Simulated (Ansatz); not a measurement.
We consider hcp Dy, described by PBE-D3(BJ) in Ansatz (plane waves, PAW).

The run printed, among other lines:

```
Relaxation: its limit of steps is 80 (relax.max_steps)
Crystal: 2 atoms, lattice volume = 59.646 Å³
Basis set: ecut = 520 eV, 1641 PW (Γ), exchange–correlation on 54×54×90 points (8 copies of the dense FFT grid, shifted against one another)
Bands: 30, of which v1, the nominal top of the filled ones, is band 20 counted from 1 (19 counted from 0)
Symmetry: 24 space group operations
Space group: P63/mmc (ITA 194), of the structure as read, at distance tolerance 3.9e-5 Å
k-points: 222 of 3240
Initial density: superposition of atomic densities (chi_scale 0.1, normalization cell)
Functional: x = pbe(κ = 0.804, μ = 0.2195149727645171), c = pbe(β = 0.06672455060314922)
spin=Collinear: Kerker preconditioning applied to the charge; magnetization (m = ρ↑ − ρ↓) channel mixes plain (no charge-response kernel on spin).
SCF 1 converged in 26 iterations: F = -21211.293776 eV  dr2 = 1.75e-10
Crystal: 2 atoms, lattice volume = 59.646 Å³
Initial density: handed on by an earlier stage of this run
spin=Collinear: Kerker preconditioning applied to the charge; magnetization (m = ρ↑ − ρ↓) channel mixes plain (no charge-response kernel on spin).
SCF 2 converged in 8 iterations: F = -21211.293776 eV  dr2 = 6.03e-14
SCF converged after 8 iterations
Magnetization: 9.6061 μB (24.8031 up, 15.1969 down)
Free energy (F): -21211.293776 eV
Internal energy: -21211.196737 eV  (E = F + TS)
E sigma→0 (E₀):  -21211.245257 eV
Fermi energy:    13.258951 eV
--- Forces (eV/Å), atoms counted from 1 ---
  atom   1  Dy     0.00000000     0.00000000     0.00000000
  atom   2  Dy     0.00000000    -0.00000000     0.00000000
--- Stress (GPa, compression-positive) ---
        1.186132       0.000000       0.000000
       -0.000000       1.186132       0.000000
        0.000000       0.000000       1.203061
  P = ⅓ Tr σ = 1.1918 GPa (11.918 kbar)
```

Write an input file that could have produced this run (the log leaves some choices open).

This is not unique; one that fits is 
Ansatz 0.2 input:
```yaml
crystal:
  lattice:
    - [1.7460112942, -3.0241802721, 0.0]
    - [1.7460112942, 3.0241802721, 0.0]
    - [0.0, 0.0, 5.6480587563]
  atoms:
    - { symbol: Dy, position: [0.3333333333, 0.6666666667, 0.25], spin: 5.0 }
    - { symbol: Dy, position: [0.6666666667, 0.3333333333, 0.75], spin: 5.0 }
basis:
  ecutwfc: 520
  ecutrho_ratio: 4
  xc_grid: 2
kpoints:
  mp_grid: { grid: [18, 18, 10] }
hamiltonian:
  xc: pbe
  dispersion: d3bj
  pseudopotentials: { kind: paw }
scf:
  occupations: { method: fermi_dirac, width: 0.05 }
output:
  forces: true
  stress: true
  eigenvalues: true
magnetization:
  spin_polarized: true
relax:
  f_tol: 0.004
  escape_saddle: false
  max_steps: 80
  cell: { stress_tol: 0.02, fix: [volume] }
```

The cell is one volume of an energy–volume scan, off the minimum.

The run is spin-polarised with parallel starting moments, which need not be the measured order.

Note: the 4f shell is treated without U or exact exchange, so its levels and filling can be wrong.

Ansatz is a quantum-chemistry and plane-wave program.
